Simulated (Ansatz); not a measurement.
KTaO3 under a change: isotropic strain −1.22 %

The parent structure is KTaO3 in the cubic perovskite structure (space group Pm-3m, No. 221; a = 3.990 Å).

Perturbation: an isotropic linear strain of −1.22 %, atoms relaxed at fixed cell.

The values are results of DFT with r2SCAN, PAW potentials and a 500 eV plane-wave cutoff in Ansatz (a first-principles code), scalar-relativistic without spin-orbit coupling, not measurements. k-mesh 8×8×8 (Γ-centred); smearing 0.05 eV (Fermi–Dirac).

| quantity | base | changed | shift |
|---|---|---|---|
| volume per atom | 12.71 Å³ | 12.25 Å³ | -0.46 Å³ |
| space group | Pm-3m (No. 221) | Pm-3m (No. 221) | – |
| shortest interatomic distance | 1.995 Å | 1.971 Å | -0.024 Å |
| energy relative to the base (free energy F) | 0 meV/atom | +12 meV/atom | +12 meV/atom |
| pressure | 0.1 kbar | 83.6 kbar | +83.5 kbar |
| band gap | 2.63 eV | 2.72 eV | +0.09 eV |
| gap character | indirect, R → Γ | indirect, R → Γ | – |
| smallest direct gap | 3.27 eV | 3.34 eV | +0.075 eV |
| mean gap deformation potential ΔEg/Δln V | – | -2.6 eV | – |
| width of the top valence band | 1.09 eV | 1.11 eV | +0.02 eV |

Cost of the whole job for the changed cell (relaxation, final SCF and bands): very roughly 14 core-seconds.

With Ta present, leaving out spin-orbit coupling can change the band edges. Whether these cells are dynamically stable was not tested.
